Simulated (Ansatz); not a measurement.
Base system: TiO₂ in the anatase structure (space group I4_1/amd, No. 141; a = 3.778 Å, c = 9.584 Å).

Method: r2SCAN in Ansatz (plane waves to 500 eV, PAW, scalar-relativistic without spin-orbit coupling).

One change was made to it. Results:

| quantity | base | after |
|---|---|---|
| shortest interatomic distance | 1.933 Å | 1.929 Å |
| smallest direct gap | 2.87 eV | 2.88 eV |
| c/a ratio | 2.537 | 2.527 |
| gap character | indirect, Γ–X (87 % along) → Γ | indirect, Γ–X (87 % along) → Γ |

### Question
Which change produced these results?
A. pressure 3 GPa
B. pressure 10 GPa
C. pressure 1.5 GPa
D. pressure −2 GPa
E. pressure 0.3 GPa

### Answer
C, pressure 1.5 GPa. For comparison, the c/a ratio in the other runs: pressure 10 GPa gives 2.466; pressure 3 GPa gives 2.517; pressure −2 GPa gives 2.550; pressure 0.3 GPa gives 2.535.

Load acts through the strain it causes; cell and atoms are relaxed under it. Stability against distortions was not tested. Competing high-pressure phases were not computed. The final runs are not spin-polarised.

Ansatz is a first-principles code.
